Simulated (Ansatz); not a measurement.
Take Cu in the fcc (Cu type) structure (space group Fm-3m, No. 225; a = 3.5768 Å; relaxed with 0.1 eV smearing) as the base.

The values are results of r2SCAN (Ansatz, a program for electronic structure), no SOC, not measurements.

Before the change:

- Pressure = 0.0 GPa

It is then changed as follows: the cell is scaled by 1.0150 in all directions; the atoms relax in the strained cell.

Q: Predict the new pressure and energy relative to the base.

A: The pressure goes from zero to -6.5 GPa; the energy goes up by 11 meV/atom.

Whether these cells are dynamically stable was not tested. The final runs are not spin-polarised.
